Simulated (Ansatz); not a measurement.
# FeB, response to strain

Start from FeB (space group Cmcm, No. 63; a = 2.831 Å, b = 7.384 Å, c = 2.958 Å; ferromagnetic; a cell from a computed database, its experimental status unchecked; relaxed with 0.1 eV smearing). Axes: x, y, z lie along a, b, c of the conventional cell.

Strains are applied to the cell and any free atomic positions relax; under biaxial strain the out-of-plane vector relaxes too.

Calculations: PBEsol/PAW in Ansatz (an electronic-structure program), no SOC.

Notes on the quantities. pressure: mean of the normal stresses, compression positive.

```tsv
change	largest site moment	volume per atom	pressure	space group
base	1.12 μB	7.73 Å³	0.0 GPa	Cmcm (No. 63)
biaxial strain −4.27 %, plane normal [001], relaxed out of plane	0.69 μB	7.51 Å³	6.9 GPa	Cmcm (No. 63)
biaxial strain −1.86 %, plane normal [001], relaxed out of plane	0.98 μB	7.63 Å³	3.4 GPa	Cmcm (No. 63)
isotropic strain −2.70 %	0.98 μB	7.12 Å³	30.3 GPa	Cmcm (No. 63)
uniaxial strain ε_xx = −4.52 %	…	7.38 Å³	…	Cmcm (No. 63)
uniaxial strain ε_xx = −3.95 %	0.98 μB	7.42 Å³	12.3 GPa	Cmcm (No. 63)
tensor shear ε_yz = +1.30 %	1.12 μB	7.73 Å³	0.2 GPa	C2/m (No. 12)
```

Complete the table.


- uniaxial strain ε_xx = −4.52 %, largest site moment: 0.95 μB
- uniaxial strain ε_xx = −4.52 %, pressure: 14.2 GPa

Other magnetic orders, which the real material may have, were not ruled out. Whether these cells are dynamically stable was not tested.
